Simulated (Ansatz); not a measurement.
CsCl-type DyRh

Level of theory: r²SCAN (Ansatz, a program for electronic structure, plane waves, PAW).

Run with plane-wave cutoff 560 eV, 16×16×16 k mesh, Fermi–Dirac smearing 0.05 eV, spin-polarised with parallel moments, scalar-relativistic PAW data made under PBE.

Cell (relaxed at this level):

```
DyRh
1.0
    3.41518     0.00000     0.00000
    0.00000     3.41518     0.00000
    0.00000     0.00000     3.41518
Dy Rh
1 1
Direct
  0.00000   0.00000   0.00000
  0.50000   0.50000   0.50000
```
Starting moments (μB, in the order of the record's atoms Dy Rh): 5.0 0.0.

```json
{
 "bulk_modulus": "107 GPa"
}
```

Note: the magnetic order was assumed, not searched for or taken from measurement; the bulk modulus is −V dP/dV from two relaxed cells at ±2 % in volume; the 4f shell is treated without U or exact exchange, so its levels and filling can be wrong.

Spin–orbit coupling is not included.

Static lattice: no zero-point or thermal effects.

It cost about 8 core-minutes (a rough figure) of CPU time.
